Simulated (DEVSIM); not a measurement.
# Si p-i-n diode

System: Si p-i-n diode, at 300 K.

```csv
layer (left to right),material,thickness (μm),Nd (cm⁻³),Na (cm⁻³),τn (s),τp (s)
1,Si,0.920,-,2.3e18,2.6e-6,2.6e-6
2,Si,45.0,3.3e12,-,2.6e-6,2.6e-6
3,Si,1.00,6.2e17,-,2.6e-6,2.6e-6
```

Left contact: ohmic. Right contact: ohmic. Voltage is applied to the left contact. Recombination: SRH at mid-gap. Mobility is μmin + (μ − μmin)/(1 + (N/Nref)^α).

The device is made up for the run: typed textbook-type constants, with dimensions and the other settings drawn at random. Values at 300 K.

```
parameter           Si
-------------  -------
gap (eV)         1.124
affinity (eV)     4.05
permittivity      11.7
Nc (cm⁻³)      2.86e19
Nv (cm⁻³)       3.1e19
μn (cm²/Vs)       1417
μp (cm²/Vs)        470
μn,min              52
μp,min              45
Nref,n          9.7e16
Nref,p          2.2e17
αn                0.68
αp                0.72
```

Simulated with DEVSIM: 1D drift-diffusion, Boltzmann statistics, complete ionisation; no tunnelling, impact ionisation, image-force lowering or self-heating.

```
Quantity                                         Value
---------------------------------------------  -------
Potential step across the device at zero bias  0.958 V
Dark forward voltage at 1 A/cm²                0.676 V
Dark forward voltage at 100 A/cm²              0.844 V
```

Dark forward current:

```json
[
 {"V (V)": "0.05", "J (A/cm²)": "2.0e-7"},
 {"V (V)": "0.10", "J (A/cm²)": "9.5e-7"},
 {"V (V)": "0.15", "J (A/cm²)": "4.3e-6"},
 {"V (V)": "0.20", "J (A/cm²)": "2.1e-5"},
 {"V (V)": "0.25", "J (A/cm²)": "0.00010"},
 {"V (V)": "0.30", "J (A/cm²)": "0.00038"},
 {"V (V)": "0.35", "J (A/cm²)": "0.0011"},
 {"V (V)": "0.40", "J (A/cm²)": "0.0031"},
 {"V (V)": "0.45", "J (A/cm²)": "0.0083"},
 {"V (V)": "0.50", "J (A/cm²)": "0.022"},
 {"V (V)": "0.55", "J (A/cm²)": "0.060"},
 {"V (V)": "0.60", "J (A/cm²)": "0.17"},
 {"V (V)": "0.65", "J (A/cm²)": "0.52"},
 {"V (V)": "0.70", "J (A/cm²)": "1.8"},
 {"V (V)": "0.75", "J (A/cm²)": "7.2"},
 {"V (V)": "0.80", "J (A/cm²)": "30"},
 {"V (V)": "0.85", "J (A/cm²)": "120"},
 {"V (V)": "0.90", "J (A/cm²)": "390"},
 {"V (V)": "0.95", "J (A/cm²)": "1000"},
 {"V (V)": "1.00", "J (A/cm²)": "2200"}
]
```
